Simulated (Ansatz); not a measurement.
N on the 1x1 (100) surface of fcc Cu, one in a 2x2 cell, energies for each (26.4 Å²). Energies are against ½ N2(g), without zero-point or thermal terms; each row is named by its start.

Level of theory: PBE (plane waves to 420 eV, PAW; Ansatz, an electronic-structure program).

Q: Which site binds most strongly?
A) hollow Cu-Cu-Cu-Cu over Cu at depth 1.8 Å
B) bridge Cu-Cu (span 2.6 Å)
C) top Cu

A: A, hollow Cu-Cu-Cu-Cu over Cu at depth 1.8 Å. Adsorption energies: hollow Cu-Cu-Cu-Cu over Cu at depth 1.8 Å 0.44 eV; bridge Cu-Cu (span 2.6 Å) 2.12 eV; top Cu 3.51 eV.
